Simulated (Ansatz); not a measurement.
W in the bcc (W type) structure (space group Im-3m, No. 229)

Space group Im-3m (No. 229); a = b = c = 3.1545 Å, α = β = γ = 90.00°

```tsv
atom	site	symmetry	x	y	z
W	2a	m-3m	0.0000	0.0000	0.0000
```
(The calculation used a cell of 1 atom; values per cell refer to that cell.)

Calculations: PBEsol (Ansatz, a first-principles code), without spin-orbit coupling, earlier PAW set. Settings: 21×21×21 k-points, 0.05 eV Fermi–Dirac smearing.

```yaml
volume_per_atom: 15.69 Å³
density: 19.45 g/cm³
band_gap: zero
total_energy: -10257.579 eV/atom (σ→0; compares only within this code and set-up)
```

Whether these cells are dynamically stable was not tested. The final runs are not spin-polarised.
